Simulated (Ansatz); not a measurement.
Given:

End structure of the (321) surface of fcc Sr in its 1x1 cell, outermost plane spacing 0.81 Å in the ideal cut:

```
CELL_PARAMETERS angstrom
      7.38521     0.00000     0.00000
     -2.46174     9.21098     0.00000
      0.00000     0.00000    26.50000
ATOMIC_POSITIONS crystal
  Sr 0.43861 0.80483 0.30642
  Sr 0.86552 0.57884 0.33515
  Sr 0.29408 0.35690 0.36033
  Sr 0.72049 0.14839 0.39787
  Sr 0.14139 0.93167 0.42505
  Sr 0.56926 0.71377 0.45232
  Sr 0.00420 0.49952 0.48429
  Sr 0.42437 0.28619 0.51571
  Sr 0.85932 0.07195 0.54768
  Sr 0.28718 0.85404 0.57495
  Sr 0.70808 0.63733 0.60213
  Sr 0.13449 0.42882 0.63967
  Sr 0.56306 0.20687 0.66485
  Sr 0.98996 0.98088 0.69358
```

Model: 14-atom slab, 10.5 Å thick at the start (thin: gaps and levels are the slab's own), 6x4x1 mesh, Fermi-Dirac 0.1 eV, dipole correction, single point; on the structure that PBE left under its start's symmetry; no spin, no spin-orbit, no U.

Problem. What work function of the top face does r2SCAN, at the PBE geometry (Ansatz, an electronic-structure program) give?

Solution. 2.57 eV

Problem. Predict the surface energy (mean of both faces) from r2SCAN, at the PBE geometry.

Solution. 0.45 J/m²
